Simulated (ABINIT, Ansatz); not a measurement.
An ABINIT input for a self-consistent single point of YHg₂ (P6/mmm, 3 atoms in the cell) (DFT, PBEsol, plane waves, norm-conserving pseudopotentials (PseudoDojo nc-sr-04 PBEsol standard)):

```
# YHg2, PseudoDojo nc-sr-04 PBEsol standard
pp_dirpath "./"
pseudos "Y.upf, Hg.upf"
acell 4.7055013444 4.7055013444 3.3659500000 Angstrom
rprim
         1.0000000000    0.0000000361    0.0000000000
        -0.5000000313    0.8660253857    0.0000000000
         0.0000000000    0.0000000000    1.0000000000
natom 3
ntypat 2
znucl 39 80
typat 1 2 2
xcart
         0.0000000000    0.0000000000    0.0000000000
        -0.0000000982    2.7167224678    1.6829750000
         2.3527506231    1.3583613190    1.6829750000
      Angstrom
ecut 72 Ry
ixc -116133
occopt 3
tsmear 0.00499791
nband 34
kptopt 1
ngkpt 9 9 11
nshiftk 1
shiftk 0 0 0
nstep 50
tolvrs 1.0e-11
prtwf 0
prtden 0
prtvol 1
enunit 2
```

Task: Write the same calculation as an input for Ansatz (a program for electronic structure).

Result: One input that does it (others would too):

Ansatz 0.2 input:
```yaml
# YHg2
crystal:
  lattice:
    - [4.705501, 0.000000, 0.000000]
    - [-2.352751, 4.075084, 0.000000]
    - [0.000000, 0.000000, 3.365950]
  atoms:
    - { symbol: Y, position: [0.000000, 0.000000, 0.000000] }
    - { symbol: Hg, position: [0.333333, 0.666667, 0.500000] }
    - { symbol: Hg, position: [0.666667, 0.333333, 0.500000] }
basis:
  ecutwfc: 420.0
kpoints:
  mp_grid: { grid: [9, 9, 11] }
hamiltonian:
  xc: pbesol
  pseudopotentials: { kind: paw }
scf:
  occupations: { method: fermi_dirac, width: 0.136 }
output:
  forces: true
  eigenvalues: true
  stress: true
```

Basis settings and potentials, where a program has them, do not carry over. This input uses DFT, PBEsol, plane waves, default PAW files made with PBE. Both were run: pressure 6.94 GPa in ABINIT and 7.02 in Ansatz. Ansatz's pressure is the one without its finite-basis correction.

On ABINIT: the starting cell comes from a database of computed structures (which also holds hypothetical and non-ambient phases and stackings), without a prior relaxation at this level. Its lattice was rescaled by a random factor within 2.5 % of one. For this run, on top of that: lattice scaled by 0.98. With a pressure of about 7 GPa the cell is away from its equilibrium volume at this level.

On Ansatz: the starting cell comes from a database of computed structures (which also holds hypothetical and non-ambient phases and stackings), without a prior relaxation at this level. Its lattice was rescaled by a random factor within 2.5 % of one. For this run, on top of that: lattice scaled by 0.98. With a pressure of about 7 GPa the cell is away from its equilibrium volume at this level.
